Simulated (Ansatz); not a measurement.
## PbTe under a change: tensor shear ε_xy = +1.14 %

Base system: PbTe in the rock salt structure (space group Fm-3m, No. 225; a = 6.534 Å). Axes: x, y, z lie along the cube axes.

One thing is altered: a pure shear with ε_xy = ε_yx = 0.0114, atoms relaxed at fixed cell.

Computed with Ansatz (an electronic-structure program) r2SCAN, spin-orbit coupling left out. Γ-centred 9×9×9 mesh, Fermi–Dirac width 0.05 eV.

```json
[
 {"quantity": "volume per atom", "base": "34.87 Å³", "changed": "34.87 Å³", "shift": "0.00 Å³"},
 {"quantity": "space group", "base": "Fm-3m (No. 225)", "changed": "Immm (No. 71)", "shift": "–"},
 {"quantity": "shortest interatomic distance", "base": "3.267 Å", "changed": "3.267 Å", "shift": "0.000 Å"},
 {"quantity": "energy relative to the base (free energy F)", "base": "0 meV/atom", "changed": "+0.9 meV/atom", "shift": "+0.9 meV/atom"},
 {"quantity": "pressure (mean of the normal stresses, compression positive)", "base": "0.00 GPa", "changed": "0.01 GPa", "shift": "+0.002 GPa"},
 {"quantity": "band gap", "base": "1.09 eV", "changed": "0.97 eV", "shift": "-0.12 eV"},
 {"quantity": "gap character", "base": "–", "changed": "indirect, S → R", "shift": "–"},
 {"quantity": "smallest direct gap", "base": "1.09 eV", "changed": "1.07 eV", "shift": "-0.02 eV"},
 {"quantity": "valley order (the lowest conduction-band minima on the path, energy above the VBM, named in the base's zone)", "base": "L along ⟨111⟩ 1.09 eV; a point along ⟨110⟩, about 0.5 Å⁻¹ from Γ 1.61 eV; a point along ⟨100⟩, about 0.3 Å⁻¹ from Γ 2.01 eV", "changed": "L along [1-11] 0.97 eV; L along [111] 1.09 eV; a point along [1-10], about 0.5 Å⁻¹ from Γ 1.46 eV; a point along [110], about 0.6 Å⁻¹ from Γ 1.65 eV", "shift": "–"},
 {"quantity": "stress (xx, yy, zz, yz, xz, xy; compression positive)", "base": "–", "changed": "(0.01, 0.01, 0.00, 0.00, 0.00, -0.35) GPa", "shift": "–"}
]
```

Final structure:

```
CELL_PARAMETERS angstrom
      0.03725     3.26715     3.26715
      3.26715     0.03725     3.26715
      3.30440     3.30440     0.00000
ATOMIC_POSITIONS crystal
  Te 0.50000 0.50000 0.50000
  Pb 0.00000 0.00000 0.00000
```

With Pb and Te present, leaving out spin-orbit coupling can change the band edges. The cells carry an imposed strain or load. No phonon test of stability was made. k-point labels follow each cell's own Brillouin zone.
